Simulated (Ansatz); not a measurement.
Consider Ga₂O₃ in the corundum structure (space group R-3c, No. 167; a = 5.0003 Å, c = 13.4487 Å (hexagonal axes)). Axes: x lies along a and z along c of the hexagonal cell.

One thing is altered: biaxial strain +2.06 %, plane normal [001], relaxed out of plane (Cartesian); in-plane vectors clamped, the third vector and the atoms free.

Calculations: PBEsol (Ansatz, a program for electronic structure; PAW; 420 eV plane waves; no spin-orbit coupling).

Base, band edges from the VBM (valence, conduction): Γ -0.25, 2.70; F -0.14, 6.45; S₂ -0.17, 6.40; S₀ -0.17, 6.40; L -0.15, 6.31; H₀ -0.34, 6.60; H₂ -0.34, 6.60; T -0.30, 5.76 eV.

Problem. Give the band edges at the high-symmetry points of the new zone, measured from its valence-band maximum.

Solution. 
```
point  valence edge (eV)  conduction edge (eV)
-----  -----------------  --------------------
Γ                  -0.18                  2.33
T                  -0.42                  5.41
H₂                 -0.36                  6.29
H₀                 -0.36                  6.29
L                  -0.13                  6.04
S₀                 -0.20                  6.11
S₂                 -0.20                  6.11
F                  -0.15                  6.13
```

The gap is 2.33 eV, indirect, Γ–S₀ (37 % along) → Γ.

Whether these cells are dynamically stable was not tested.
